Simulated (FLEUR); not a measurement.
# Input and output of a self-consistent single point for In (I4/mmm, 1 atom in the cell) (FLEUR)

Level of theory: PBE, all-electron FLAPW (FLEUR), scalar-relativistic valence.

This input was run:

Input of the input generator:

```
scf In
&input film=f /
-0.4811384049 0.4811384049 0.7328108014
0.4811384049 -0.4811384049 0.7328108014
0.4811384049 0.4811384049 -0.7328108014
6.4015205101
1.0 1.0 1.0

1
49 0.0000000000 0.0000000000 0.0000000000

&comp jspins=1 /
&kpt div1=7 div2=7 div3=7 /
&end /
```

```xml
<?xml version="1.0" encoding="UTF-8" standalone="no"?>
<fleurInput fleurInputVersion="0.39">
   <comment>
      scf In                                                                                              
   </comment>
   <calculationSetup>
      <cutoffs Kmax="4.5" Gmax="22.5" GmaxXC="22.5" numbands="0"/>
      <scfLoop itmax="80" minDistance="0.00001" maxIterBroyd="25" imix="Anderson" alpha="0.05" precondParam="0.0" spinf="2.0"/>
      <coreElectrons ctail="T" frcor="F" kcrel="0" coretail_lmax="0"/>
      <xcFunctional name="pbe" relativisticCorrections="F"/>
      <magnetism jspins="1"/>
      <soc l_soc="F" theta="0.0" phi="0.0" spav="F"/>
      <expertModes spex="0" secvar="F"/>
      <geometryOptimization l_f="T" forcealpha="1.0" forcemix="BFGS" epsdisp="0.00001" epsforce="0.00001"/>
      <ldaU l_linMix="F" mixParam="0.05" spinf="1.0"/>
   </calculationSetup>
   <cell>
      <bzIntegration valenceElectrons="21.0" mode="hist" fermiSmearingEnergy="0.00367493">
         <kPointListSelection listName="default-1"/>
         <!-- k-points included here -->
         <xi:include xmlns:xi="http://www.w3.org/2001/XInclude" href="kpts.xml"> </xi:include>
      </bzIntegration>
      <!-- symmetry operations included here -->
      <xi:include xmlns:xi="http://www.w3.org/2001/XInclude" href="sym.xml"> </xi:include>
      <bulkLattice scale="1.0">
         <bravaisMatrix>
            <row-1>   -3.0800173671641482     3.0800173671641482     4.6911033751849178</row-1>
            <row-2>    3.0800173671641482    -3.0800173671641482     4.6911033751849178</row-2>
            <row-3>    3.0800173671641482     3.0800173671641482    -4.6911033751849178</row-3>
         </bravaisMatrix>
      </bulkLattice>
   </cell>
   <atomSpecies>
      <species name="Indium (In)" element="In" atomicNumber="49">
         <mtSphere radius="2.66" gridPoints="879" logIncrement="0.015"/>
         <atomicCutoffs lmax="10" lnonsphr="8"/>
         <electronConfig flipSpins="F">
            <coreConfig>(1s1/2) (2s1/2) (2p1/2) (2p3/2) (3s1/2) (3p1/2) (3p3/2) (3d3/2) (3d5/2)</coreConfig>
            <valenceConfig>(4s1/2) (4p1/2) (4p3/2) (5s1/2) (4d3/2) (4d5/2) (5p1/2) (5p3/2)</valenceConfig>
            <stateOccupation state="(5p1/2)" spinUp="0.1666666666667" spinDown="0.1666666666667"/>
            <stateOccupation state="(5p3/2)" spinUp="0.3333333333333" spinDown="0.3333333333333"/>
         </electronConfig>
         <energyParameters s="5" p="5" d="4" f="4"/>
         <lo type="SCLO" l="0" n="4" eDeriv="0"/>
         <lo type="SCLO" l="1" n="4" eDeriv="0"/>
         <lo type="SCLO" l="1" n="4" eDeriv="1"/>
         <lo type="SCLO" l="2" n="4" eDeriv="2"/>
         <lo type="SCLO" l="3" n="4" eDeriv="2"/>
      </species>
   </atomSpecies>
   <atomGroups>
      <atomGroup species="Indium (In)">
         <relPos label="                   1">.0000000000 .0000000000 .0000000000</relPos>
         <force calculate="T" relaxXYZ="TTT"/>
      </atomGroup>
   </atomGroups>
   <output dos="F" band="F" slice="F">
      <checks vchk="F" cdinf="F"/>
      <bandDOS minEnergy="-.5*Htr" maxEnergy="0.5*Htr" sigma="0.015" storeEVData="T"/>
      <vacuumDOS vacdos="F" integ="F" star="F" nstars="0" locx1="0.0" locy1="0.0" locx2="0.0" locy2="0.0" nstm="0" tworkf="0.0"/>
      <unfoldingBand unfoldBand="F" supercellX="1" supercellY="1" supercellZ="1"/>
      <plotting iplot="0" polar="F">
         <plot TwoD="T" vec1="  1.0  0.0  0.0" vec2="  0.0  1.0  0.0" vec3="  0.0  0.0  1.0" zero="  0.0  0.0  0.0" file="plot"/>
      </plotting>
      <chargeDensitySlicing numkpt="0" minEigenval="0.0" maxEigenval="0.0" nnne="0" pallst="F"/>
      <specialOutput eonly="F"/>
      <magneticCircularDichroism mcd="F" energyLo="-10.0" energyUp="0.0"/>
   </output>
  <!-- We include the file relax.xml here to enable relaxations (see documentation) -->
  <xi:include xmlns:xi="http://www.w3.org/2001/XInclude" href="relax.xml"> <xi:fallback/> </xi:include>
</fleurInput>
```

The program printed (abridged):

```
      Welcome to FLEUR        (www.flapw.de)
      MaX-Release 8.1          (www.max-centre.eu)

 ========== k-point set info ==========
 Selected k-point list: default-1
 k-point list type: mesh
 7 x 7 x 7
 Number of k points: 40

 ------------Calculation Setup---------------------------
           1           2           4           5           8          10          20          40
 Number of basis functions:          319
 Iteration:     1   Distance:       4.18275409 me/bohr^3
 Iteration:     2   Distance:       3.87960222 me/bohr^3
 Iteration:     3   Distance:       1.77695668 me/bohr^3
 Iteration:     4   Distance:       0.17317828 me/bohr^3
 Iteration:     5   Distance:       0.18538371 me/bohr^3
 Iteration:     6   Distance:       0.02751875 me/bohr^3
 Iteration:     7   Distance:       0.00629277 me/bohr^3
 Iteration:     8   Distance:       0.00401346 me/bohr^3
 Iteration:     9   Distance:       0.00026206 me/bohr^3
 Iteration:    10   Distance:       0.00015111 me/bohr^3
 Iteration:    11   Distance:       0.00002177 me/bohr^3
 Iteration:    12   Distance:       0.00000384 me/bohr^3

 Run finished successfully
 Stop message:
   Structural relaxation: Done

[file out, last iteration]
             iter=     13
          p o t e n t i a l   g e n e r a t o r
[...]
          integral of pseudo charge density inside the slab=        0.000000   0.000000
     coulomb potential in the interstitial region:
          density-coulomb potential integrals
          total density-coulomb potenti    -9511.6389187889
          density-effective potential integrals for spin  1
          total density-effective poten   -9.7204576531E+03
          charge density-energy density integrals
          total charge density-energy d   -1.6003340454E+02
 Updated energy parameters for spin:           1
  Atom    1 5s branch from -3.97 to  0.86 htr. ; e_l =  0.0829
  Atom    1 5p branch from -2.44 to  1.46 htr. ; e_l =  0.2763
  Atom    1 4d branch from-15.46 to -0.21 htr. ; e_l = -0.2457
  Atom    1 4f branch from -9.99 to  1.93 htr. ; e_l =  0.6139
  Atom    1 4s branch from-28.53 to -3.97 htr. ; e_l(l -3.9677
  Atom    1 4p branch from-23.40 to -2.44 htr. ; e_l(l -2.4488
  Atom    1 4p branch from-23.40 to -2.44 htr. ; e_l(l -2.4488
  Atom    1 4d branch from-15.46 to -0.21 htr. ; e_l(l -0.2562
  Atom    1 4f branch from -9.99 to  1.93 htr. ; e_l(l  0.6139
[...]
 fermi energy and band-weighting factors:
at   0.42857   0.57143  -0.42857   k-weight:    0.011662
   17 eigenvalues :
   -3.967737   -2.441828   -2.441493   -2.441453   -0.269541   -0.265236   -0.251897   -0.251532
   -0.250151    0.174796    0.192364    0.356324    0.462504    0.582798    0.687361    1.041699
    1.090078
   [... 2 blocks of this kind left out ...]

[...]
FERMIE:
          first approx. to ef    (T=0)  :   0.269238 htr   (energy of the highest occ. eigenvalue)
          number of occ. states  (T=0)  :        417
          first approx. to seigv (T=0)  : -24.758289 htr
          sum of weights of occ. states :  10.507289
          sum of semicore charge        :   0.000000 e
FERHIS:  Fermi-Energy by histogram:
          bandgap                     :   0.002447 htr
          charge neutrality (T=0)     :   0.014577    (zero if the highest occ. eigenvalue is "entirely" occupied)
     EF_NEWTON:  Adjust Fermi-Energy by Newton-Method.
               Number of iterations needed  :   4
               The error in the weight is   :  0.55511E-16
               The error in ef is           : -0.76134E-17 htr
     -->  new fermi energy            :   0.270751 htr
          valence charge              :  21.000000 e
          actual charge blw ef-8kt    :  20.489796 e
          actual charge blw ef+8kt    :  21.000000 e
          number of occ. states       :       426
          sum of the valence weights  :   10.500000
          entropy         :   0.176051 *kb htr/K =   0.00000 htr/K
          sum of val. single particle energies:       -24.7619194395 htr
 Direct bandgap for spin            1 :    1.9799608950889835E-002  Htr
 at k-point           30  with k-vector   0.28571428571428570       0.28571428571428570       0.14285714285714285
          valence density: spin= 1
[...]
     l-like charge
     atom     s        p        d        f        total
 -->  1    3.01790  6.51667  9.87183  0.00879   19.41613
          total charge for spin  1=   21.000000
          interst. charge =       1.583869
          mt charge=             19.416131
          total charge  =   21.000000
          z= 49.     r(1)=  0.507251E-05     dx= 0.015000     m.t.index= 879
               n    l     j    energy       weight
               1.   0.   0.5-1018.8988      2.0000
               2.   0.   0.5 -152.1571      2.0000
               2.   1.   0.5 -141.8630      2.0000
   [... 6 lines left out ...]
          atom type    1  (spin 1)
          kinetic energy=  0.592975963316E+04     sum of the eigenvalues= -0.351462916490E+04
          0.00000000  electrons lost from core.
          total charge for spin  1=   49.000000
          interst. charge =       1.583869
          mt charge=             47.416131
          total charge  =   49.000000
          zc=    49.000000     qfix=    1.000000
     t o t a l  e n e r g y
          sum of eigenvalues =             -3539.3910843421
          density-coulomb potential int    -9511.6389187889
          density-effective potential i    -9720.4576530715
          charge density-ex.-corr.energ     -160.0334045350
          el.-nucl. inter. diff. m.t.       7127.5961608892
          Madelung term for atom type:       -20.8790483873
 ---->    total energy=                    -5883.2615044766 htr
 ---->    (input%tkb*entropy) TS=              0.0006469761 htr
 ---->    free energy=                     -5883.2621514527 htr
      extrapolation for T->0
 ---->    total electron energy=           -5883.2618279647 htr
 ***** TOTAL FORCES ON ATOMS *****
 TOTAL FORCE FOR ATOM TYPE=  1  X=  0.000   Y=  0.000   Z=  0.000
                       FX_TOT= 0.000000 FY_TOT= 0.000000 FZ_TOT= 0.000000
 Structural relaxation: Done
```

The run converged in 12 iterations. FLEUR gives forces in its relaxation mode, with a further iteration, so its stop message speaks of a relaxation.

The starting cell has typed, rounded lattice constants, without a prior relaxation at this level. Its lattice was rescaled by up to half a per cent. Values depend on the basis (sphere radii, cutoffs, local orbitals), which need not be converged. The log's line on a gap gives a spacing of levels on this mesh, which the program prints for metals too.

Cost on one core of a shared machine: roughly 50 s.
